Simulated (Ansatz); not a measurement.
CaSi2 (I4₁/amd, No. 141, 6 atoms in the cell; start mp-862), treated with PBEsol (Ansatz, a program for electronic structure, PAW).

Numerical settings: plane-wave cutoff 520 eV, 18×18×18 k mesh, Fermi–Dirac smearing 0.05 eV, scalar-relativistic PAW data made under PBE.

Cell (relaxed at this level):

CaSi₂ has the tetragonal space group I4₁/amd, origin choice 1 (No. 141), Pearson symbol tI12. Conventional cell: a = 4.220 Å, b = 4.220 Å, c = 13.464 Å, α = 90.00°, β = 90.00°, γ = 90.00°. Ca on 4a is surrounded by 12 Si at 3.064–3.196 Å. Si on 8e is surrounded by 3 Si at 2.288–2.369 Å and 6 Ca at 3.064–3.196 Å. (Neighbours: up to the widest gap in distance over summed covalent radii, below 1.35, at either atom; cation-cation and far metal-metal contacts left out.)
(The calculation used a cell of 6 atoms; values per cell refer to that cell.)

### Question
Predict the bulk modulus B0.

### Answer

- bulk modulus B0: 62.2 GPa

The run finds no gap.

Note: the bulk modulus is −V dP/dV from two relaxed cells at ±2 % in volume; the relaxation could not lower the start's symmetry, so the cell can be a saddle point above a distorted one.

Computed values are for the static lattice.

The result took about 5 core-minutes (a rough figure).

A start named mp-… is a Materials Project structure, which need not be a measured phase.
